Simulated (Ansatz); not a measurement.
Consider the following.

```xyz
8
Lattice="3.4618 0.0000 0.0000 0.0000 3.4618 0.0000 0.0000 0.0000 22.3435" Properties=species:S:1:pos:R:3 pbc="T T T"
N      0.8654    -0.8654     7.6075
Y      2.5963     0.8654     7.5601
N      2.5963    -2.5963     9.9177
Y      4.3272    -0.8654     9.9444
N      4.3272    -4.3272    12.4258
Y      6.0581    -2.5963    12.3991
N      6.0581    -6.0581    14.7361
Y      7.7890    -4.3272    14.7834
```

No spin polarisation.

All numbers come from r2SCAN (Ansatz, a first-principles code; PAW; 500 eV plane waves; no spin-orbit coupling). Settings: 10×10×1 k-points, 0.05 eV Fermi–Dirac smearing. The cell is a slab with vacuum along z.

What is the computed layer's space group (with vacuum)?

P4/nmm (No. 129).

Estimate the gap character.

Direct at Γ.

What band gap does the calculation give?

0.67 eV.

What is the computed valence-band top at Γ (three highest levels, from the VBM)?

0.00, 0.00, -0.17 eV.

No phonon test of stability was made. The cell was made from YN in the rock salt structure (space group Fm-3m, No. 225) by this change: a free-standing slab of 4 layers (8 atoms, 2 a layer) is cut normal to the z axis, with 15 Å of vacuum and the in-plane cell held at bulk.
